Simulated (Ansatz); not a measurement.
## Pressure series in ZnO

The parent structure is ZnO in the wurtzite structure (space group P6_3mc, No. 186; a = 3.235 Å, c = 5.211 Å).

Cell and atoms are relaxed at each pressure.

The values are results of Kohn–Sham DFT with the r2SCAN functional, run in Ansatz (a program for electronic structure) with PAW and 500 eV plane waves, spin-orbit coupling left out, not measurements.

Candidates:
(a) pressure 9 GPa
(b) pressure −2 GPa
(c) pressure 0.9 GPa
(d) pressure 30 GPa

Before the change:

The band gap comes out as 1.24 eV.

Problem. Order them by band gap, highest first.

Solution. (d) pressure 30 GPa (1.45 eV), (a) pressure 9 GPa (1.32 eV), (c) pressure 0.9 GPa (1.25 eV), (b) pressure −2 GPa (1.22 eV)

Load acts through the strain it causes; cell and atoms are relaxed under it. No phonon test of stability was made. Measured, ZnO leaves this structure (for rock salt) near 9.1 GPa (temperature not stated; as listed in Datta, Sujoy, Jana, Debnarayan, arXiv (2020)), on rising pressure, with hysteresis.
